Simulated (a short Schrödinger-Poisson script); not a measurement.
Stack: gated Al0.2Ga0.8N/GaN polarisation-induced gas, at 300 K.

| layer | material | thickness (nm) | Na (cm⁻³) |
|---|---|---|---|
| 1 | Al0.2Ga0.8N | 10 | - |
| 2 | GaN | 6000 | 2e15 |

The device is made up for the run: typed textbook-type constants, with dimensions and the other settings drawn at random. Al0.2Ga0.8N: permittivity 9.38, conduction-band edge (eV) 0.262, gap (eV) 3.804, electron mass (mₑ) 0.224, Nv at 300 K (cm⁻³) 4.6e19. GaN: permittivity 9.5, conduction-band edge (eV) 0, gap (eV) 3.43, Nv at 300 K (cm⁻³) 4.6e19.

Channel valleys (confinement mass, in-plane density-of-states mass, number): Γ 0.2, 0.2, 1. At the gate the conduction-band edge of layer 1 lies 1.1 eV − eVg above the Fermi level of the channel; the field vanishes at the back. Sheet of polarisation charge: +9.4e12 e/cm² at 10 nm from the gate. The barrier under the gate holds no holes. Gaps are held at their typed values at every temperature. Mesh 0.08 nm at interfaces.

From a short Schrödinger-Poisson script (our own, NumPy): 1D Poisson equation in equilibrium, electrons quantum, Hartree (BenDaniel-Duke, 40 states a valley, the channel's in-plane mass for all, wave functions free to enter the barrier), parabolic valleys, classical holes, full ionisation, no traps, pinning or gate leakage.

The same stack at other levels of the model or other numerical settings:

```json
[
 {"run": "base", "sheet density of all electrons at Vg = 0.5 V (cm⁻²)": "6.19e12", "sheet density of all electrons at Vg = -0.5 V (cm⁻²)": "1.70e12", "capacitance at Vg = 0.5 V (μF/cm²)": "0.758", "centroid of the channel electrons at Vg = 0.5 V (nm)": "2.35", "rough cost against the base": "about 1"},
 {"run": "electrons treated as classical, Boltzmann", "sheet density of all electrons at Vg = 0.5 V (cm⁻²)": "___", "sheet density of all electrons at Vg = -0.5 V (cm⁻²)": "___", "capacitance at Vg = 0.5 V (μF/cm²)": "0.797", "centroid of the channel electrons at Vg = 0.5 V (nm)": "1.11", "rough cost against the base": "0.02"},
 {"run": "electrons treated as classical, Fermi-Dirac", "sheet density of all electrons at Vg = 0.5 V (cm⁻²)": "6.24e12", "sheet density of all electrons at Vg = -0.5 V (cm⁻²)": "1.82e12", "capacitance at Vg = 0.5 V (μF/cm²)": "0.728", "centroid of the channel electrons at Vg = 0.5 V (nm)": "1.98", "rough cost against the base": "0.1"},
 {"run": "electrons treated as quantum, Hartree plus LDA exchange-correlation", "sheet density of all electrons at Vg = 0.5 V (cm⁻²)": "___", "sheet density of all electrons at Vg = -0.5 V (cm⁻²)": "1.80e12", "capacitance at Vg = 0.5 V (μF/cm²)": "0.765", "centroid of the channel electrons at Vg = 0.5 V (nm)": "2.11", "rough cost against the base": "2"},
 {"run": "mesh six times as coarse", "sheet density of all electrons at Vg = 0.5 V (cm⁻²)": "6.19e12", "sheet density of all electrons at Vg = -0.5 V (cm⁻²)": "1.70e12", "capacitance at Vg = 0.5 V (μF/cm²)": "0.758", "centroid of the channel electrons at Vg = 0.5 V (nm)": "2.28", "rough cost against the base": "0.3"},
 {"run": "one subband a valley", "sheet density of all electrons at Vg = 0.5 V (cm⁻²)": "6.15e12", "sheet density of all electrons at Vg = -0.5 V (cm⁻²)": "1.68e12", "capacitance at Vg = 0.5 V (μF/cm²)": "0.752", "centroid of the channel electrons at Vg = 0.5 V (nm)": "1.76", "rough cost against the base": "0.4"}
]
```

### Question
Complete the blanks.

### Answer

- electrons treated as classical, Boltzmann, sheet density of all electrons at Vg = 0.5 V (cm⁻²): 6.77e12
- electrons treated as quantum, Hartree plus LDA exchange-correlation, sheet density of all electrons at Vg = 0.5 V (cm⁻²): 6.37e12
- electrons treated as classical, Boltzmann, sheet density of all electrons at Vg = -0.5 V (cm⁻²): 1.93e12

The classical rows ignore confinement, and Boltzmann statistics overrate the density once the band edge passes the Fermi level.
